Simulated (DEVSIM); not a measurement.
Device: Schottky contact on n-type GaN, at 500 K.

Layer 1 from the left is GaN, thickness (μm) 9.60, Nd (cm⁻³) 8.9e16, τn (s) 2.6e-9, τp (s) 2.6e-9.

Left contact: Schottky, work function 5.3 eV, emission velocity 3.9e6 cm/s. Right contact: ohmic. Voltage is applied to the left contact. Recombination: SRH at mid-gap, radiative, Auger. Mobility is μmin + (μ − μmin)/(1 + (N/Nref)^α).

This is a model device: material constants are rounded textbook-type values typed into the input, and sizes, dopings and lifetimes were drawn at random. Values at 300 K; Nc and Nv go as T^1.5, mobilities as T to minus their exponent, the gap by Varshni's rule with the affinity fixed.

GaN: gap (eV) 3.43, affinity (eV) 4.1, permittivity 9.5, Nc (cm⁻³) 2.3e18, Nv (cm⁻³) 4.6e19, μn (cm²/Vs) 1200, μp (cm²/Vs) 100, μn,min 55, μp,min 3, Nref,n 2e17, Nref,p 3e17, αn 1, αp 2, T exponent of μn 1.5, T exponent of μp 2, B (cm³/s) 1e-11, Cn (cm⁶/s) 1e-30, Cp (cm⁶/s) 1e-30, Varshni α (eV/K) 0.00091, Varshni β (K) 830.

Simulated with DEVSIM: 1D drift-diffusion, Boltzmann statistics, complete ionisation; no tunnelling, impact ionisation, image-force lowering or self-heating. Metal contacts follow the ideal Schottky-Mott rule: no Fermi-level pinning, no interface dipoles.

Dark forward current:

| |V| (V) | |J| (A/cm²) |
|---|---|
| 0.05 | 5.152e-6 |
| 0.10 | 2.156e-5 |
| 0.15 | 7.382e-5 |
| 0.20 | 0.0002403 |
| 0.25 | 0.0007704 |
| 0.30 | 0.002458 |
| 0.35 | 0.007829 |
| 0.40 | 0.02492 |
| 0.45 | 0.07924 |
| 0.50 | 0.2517 |
| 0.55 | 0.7979 |
| 0.60 | 2.515 |
| 0.65 | 7.810 |
| 0.70 | 23.27 |
| 0.75 | 63.03 |
| 0.80 | 144.9 |
| 0.85 | 275.7 |
| 0.90 | 447.6 |
| 0.95 | 649.1 |
| 1.00 | 870.9 |
| 1.05 | 1107 |
| 1.10 | 1353 |
| 1.15 | 1607 |
| 1.20 | 1867 |
| 1.25 | 2131 |

Problem. Work out the local ideality factor n = ΔV / (kT/q · ln(J2/J1)) between the rows 0.20 and 0.25 V, 1.20 and 1.25 V.

Solution. kT/q = 43.09 mV. From 0.20 to 0.25 V: ln(0.0007704/0.0002403) = 1.165, n = 1.00, near the 1 of diffusion or emission over a barrier. From 1.20 to 1.25 V: ln(2131/1867) = 0.132, n = 8.77; the layers' resistance at their doping, Σ W/(qμN) = 0.00017 Ω cm², would take 45 mV of this step of 50 mV.

Problem. Estimate the current at 0.40 V for emission alone, J0 = q v N_band exp(−φB/kT), and read the barrier back from the simulated current.

Solution. φB = 1.200 eV, N_band = 4.95e18 cm⁻³, J0 = 2.49e-6 A/cm²; J = J0 (exp(qV/kT) − 1) = 0.0267 A/cm². The simulation gives 0.0249 A/cm²; the estimate lies 7.3 % above. Read backwards, the simulated current gives an apparent barrier of 1.203 eV. The estimate leaves out transport through the depletion region and minority injection.
